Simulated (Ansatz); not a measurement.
An Ansatz (a quantum-chemistry and plane-wave program) run: GaAs with a change (biaxial strain −0.83 %, plane normal [111], relaxed out of plane); LDA/PAW in Ansatz, without spin-orbit coupling.

Input:

Ansatz 0.2 input:
```yaml
crystal:
  lattice:
    - [3.9288911661, 0, 0]
    - [1.964445583, 3.4025195585, 0]
    - [1.964445583, -1.1341731862, 3.2481991506]
  atoms:
    - { symbol: Ga, position: [0, 0, 0] }
    - { symbol: As, position: [0.5, 0.25, 0.75] }
basis: { ecutwfc: 420, ecutrho_ratio: 4, xc_grid: 2, fft_grid_basis: typed }
kpoints: { mp_grid: { grid: [10, 10, 10] } }
hamiltonian:
  xc: lda
  dispersion: none
  pseudopotentials: { kind: paw }
scf: { occupations: { method: fermi_dirac, width: 0.05 } }
relax: { f_tol: 0.005, max_steps: 50, cell: { stress_tol: 0.01, fix: [a, b, gamma] } }
output: { forces: true, stress: true }
checkpoint: { write: state.ck, write_every: 1000 }
```

Output (explanatory and most iteration lines left out):

```
Relaxation: its limit of steps is 50 (relax.max_steps)
Pseudopotential: Ga, paw, valence charge 13
Pseudopotential: As, paw, valence charge 15
Crystal: 2 atoms, lattice volume = 43.422 Å³
Basis set: ecut = 420 eV, 875 PW (Γ), exchange–correlation on 54×54×54 points (8 copies of the dense FFT grid, shifted against one another)
Bands: 18, of which v1, the nominal top of the filled ones, is band 14 counted from 1 (13 counted from 0)
Symmetry: 6 space group operations
Space group: R3m (ITA 160), of the structure as read, at distance tolerance 3.5e-5 Å
k-points: 116 of 1000 (time reversal used)
Functional: x = slater, c = lda
SCF iter   1: F=—  HF=-8481.295631 eV  |F-HF|=—  |Δ(HF+E_count)|=         —  Δρ=5.15e-3  dr2=7.24e-3  ethr=1.77e-3  ⟨swp⟩=5.8  Hψ=10053  notcnv=0
SCF iter   2: F=—  HF=-8481.292709 eV  |F-HF|=—  |Δ(HF+E_count)|=   2.92e-3  Δρ=2.55e-3  dr2=1.04e-3  ethr=2.59e-5  ⟨swp⟩=2.7  Hψ=4750  notcnv=0
SCF 1 converged in 6 iterations: F = -8481.292558 eV  dr2 = 4.13e-9
relax step   1: F+E_penalty+E_count = -8481.29255775 eV  Δ(F+E_penalty+E_count) = +0.000e0 eV  max|allowed force component| = 1.107e-1 eV/Å  Δτ_max = 0.0000 Å  P = +0.989 GPa  Ω = 43.422 Å³  fix = [a, b, gamma]  reactions: a +1.674, b +1.674 GPa  (6 SCF iters, dr2 threshold 1.00e-7 eV, accepted)
[... steps on the carried basis left out ...]
relax step   4: F+E_penalty+E_count = -8481.29320536 eV  Δ(F+E_penalty+E_count) = +7.140e-7 eV  max|allowed force component| = 3.026e-5 eV/Å  Δτ_max = 0.0000 Å  P = +0.985 GPa  Ω = 43.414 Å³  energy of the carried Pulay correction = +1.616e-6 eV  fix = [a, b, gamma]  reactions: a +1.478, b +1.478 GPa  (3 SCF iters, dr2 threshold 1.05e-9 eV, accepted)
Crystal: 2 atoms, lattice volume = 43.414 Å³
SCF iter   1: F=—  HF=-8481.293204 eV  |F-HF|=—  |Δ(HF+E_count)|=         —  Δρ=1.86e-6  dr2=7.77e-10  ethr=3.24e-7  ⟨swp⟩=2.6  Hψ=14523  notcnv=0
SCF iter   2: F=—  HF=-8481.293204 eV  |F-HF|=—  |Δ(HF+E_count)|=   1.34e-7  Δρ=9.96e-7  dr2=3.78e-10  ethr=2.78e-12  ⟨swp⟩=3.0  Hψ=5240  notcnv=0
SCF 5 converged in 6 iterations: F = -8481.293204 eV  dr2 = 5.75e-13
SCF converged after 6 iterations
Free energy (F): -8481.293204 eV
Internal energy: -8481.293194 eV  (E = F + TS)
E sigma→0 (E₀):  -8481.293199 eV
Entropy (-TS):   -0.000010 eV (-0.005 meV/atom)
Fermi energy:    8.754085 eV
--- Forces (eV/Å), atoms counted from 1 ---
  atom   1  Ga     0.00000000     0.00000000    -0.00002429
  atom   2  As    -0.00000000    -0.00000000     0.00002423
--- Stress (GPa, compression-positive) ---
        1.477980      -0.000000       0.000000
        0.000000       1.477980       0.000000
        0.000000       0.000000      -0.001153
  P = ⅓ Tr σ = 0.9849 GPa (9.849 kbar)
--- Relaxed structure (4 steps of the walk, 4 accepted, 1 SCFs on fresh bases) ---
  cell:  # Å, volume = 43.4142 Å³
    - [3.9288911660729418, 2.8867525219635684e-11, 4.031867703611107e-11]
    - [1.9644455830114709, 3.402519558537867, 3.7617869517517304e-11]
    - [1.964445583011477, -1.1341731861767075, 3.247589150897384]
  atoms:
    - { symbol: Ga, position: [-0.0011721982204511373, 0.0005860991102255687, 0.0017582973306767057] }
    - { symbol: As, position: [0.5011721982204511, 0.24941390088977444, 0.7482417026693234] }
```

Stability against distortions was not tested. The cell was made from GaAs in the zinc blende structure (space group F-43m, No. 216) by this change: biaxial strain −0.83 %, plane normal [111], relaxed out of plane.
